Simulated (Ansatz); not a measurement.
## Ge: response to strain

Base system: Ge in the diamond structure (space group Fd-3m, No. 227; a = 5.674 Å).

Strains are applied to the cell and any free atomic positions relax.

Calculations: r2SCAN, PAW, 500 eV (Ansatz, an electronic-structure program; without spin-orbit coupling).

```tsv
isotropic strain (%)	pressure (GPa)
-3	8.1
-2.5	6.5
-2	?
-1.5	3.6
-1	2.3
-0.5	1.1
0	0.0
```

Question: Fit P = P₀ − Bδ + Cδ² with δ = (1 + ε)³ − 1 to the rows shown and predict the withheld row.

Answer: Least squares on the printed values gives P₀ = 0.0 GPa, B = 69.3 GPa, C = 268 GPa (largest residual 0.0 GPa); this predicts 5.0 GPa, and the run gives 5.0 GPa, in agreement.

No phonon test of stability was made.
